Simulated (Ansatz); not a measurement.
Start from Sn in the diamond structure (space group Fd-3m, No. 227; a = 6.569 Å). Axes: x, y, z lie along the cube axes.

Level of theory: r2SCAN (Ansatz, a program for electronic structure; PAW; 500 eV plane waves; spin-orbit coupling left out), earlier PAW set.

Strains are applied to the cell and any free atomic positions relax; under biaxial strain the out-of-plane vector relaxes too.

One change was made to it. Results:

The band gap goes from zero to 0.43 eV; the energy grows by 137 meV/atom.

Problem. Name the change that was made.
A) biaxial strain −0.73 %, plane normal [001], relaxed out of plane
B) biaxial strain −2.60 %, plane normal [001], relaxed out of plane
C) strain tensor (xx, yy, zz, yz, xz, xy) = (+0.17, +0.79, −0.52, +1.12, +0.59, +1.16) %
D) isotropic strain −5.14 %

Solution. D, isotropic strain −5.14 %. For comparison, the band gap in the other runs: biaxial strain −0.73 %, plane normal [001], relaxed out of plane gives zero; biaxial strain −2.60 %, plane normal [001], relaxed out of plane gives zero; strain tensor (xx, yy, zz, yz, xz, xy) = (+0.17, +0.79, −0.52, +1.12, +0.59, +1.16) % gives zero.

Stability against distortions was not tested.
